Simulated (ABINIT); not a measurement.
Troubleshooting ABINIT: a failed run on Na2AlCuF6 (Fm-3m, 10 atoms in the cell). The aim is a self-consistent single point with DFT, LDA (PW92), plane waves, PAW (JTH v2.0 LDA PAW).

Cell that was meant: a = 5.7295 Å, b = 5.7295 Å, c = 5.7295 Å, α = 60.00°, β = 60.00°, γ = 60.00°.

Part of the input:

```
         0.2270000000    0.2270000000    0.7730000000
         0.7730000000    0.7730000000    0.2270000000
ecut 816 eV
pawecutdg 408 eV
pawxcdev 0
occopt 7
tsmear 0.00183747
```

Output, abridged:

```
 Slater exchange
 P. A. M. Dirac, Math. Proc. Cambridge Philos. Soc. 26, 376 (1930)
 F. Bloch, Z. Phys. 57, 545 (1929)
 Perdew & Wang
 J. P. Perdew and Y. Wang, Phys. Rev. B 45, 13244 (1992)

--- !WARNING
src_file: m_parser.F90
src_line: 2527
message: |

     chkdpr: ERROR -
      Context : the value of the variable pawecutdg>=ecut is   0.
      The value of the input variable pawecutdg is  1.499372476237E+01,
      while it must be larger or equal to  2.998744952474E+01.
      Action: you should change the input variables pawecutdg or pawecutdg>=ecut.
...

--- !ERROR
src_file: m_chkinp.F90
src_line: 4218
mpi_rank: 0
message: |
    Checking consistency of input data against itself gave 1 inconsistency.
    The details of the problem can be found above (or in output or log file).
    In parallel, the details might not even be printed there. Then, try running in sequential to see the details.
...

 abinit_abort: decision taken to exit. Check above messages for more info
Abort(13) on node 0 (rank 0 in comm 0): application called MPI_Abort(MPI_COMM_WORLD, 13) - process 0

--- !WARNING
src_file: m_parser.F90
src_line: 2527
message: |

     chkdpr: ERROR -
      Context : the value of the variable pawecutdg>=ecut is   0.
      The value of the input variable pawecutdg is  1.499372476237E+01,
      while it must be larger or equal to  2.998744952474E+01.
      Action: you should change the input variables pawecutdg or pawecutdg>=ecut.
...

--- !ERROR
src_file: m_chkinp.F90
src_line: 4218
mpi_rank: 0
message: |
    Checking consistency of input data against itself gave 1 inconsistency.
    The details of the problem can be found above (or in output or log file).
    In parallel, the details might not even be printed there. Then, try running in sequential to see the details.
...
```

Question: Read the log: what does the program object to, and what is the fix?

Answer: The fault is a density cutoff or grid that is too coarse; here the program stops on it instead of giving results. To fix it, restore the density cutoff. The program stopped before any SCF iteration.

The sound input it was made from differs as follows (other fixes are possible):
```diff
-pawecutdg 408 eV
+pawecutdg 1633 eV
```

With that input, the run converged in 20 iterations: free energy E − TS -12054.50 eV; top of the valence band (on the code's own zero) 2.74 eV; gap on the k-point mesh 0.13 eV; pressure -9.48 GPa; largest force (vector length) 0.343 eV/Å (DFT, LDA (PW92), plane waves, PAW (JTH v2.0 LDA PAW)).

On the sound input: the starting cell comes from a database of computed structures (which also holds hypothetical and non-ambient phases and stackings), without a prior relaxation at this level. Its lattice was rescaled by a random factor within 2.5 % of one. Spin polarisation is off, so a magnetic state, if there is one, cannot be reached. With a pressure of about -9 GPa the cell is away from its equilibrium volume at this level.
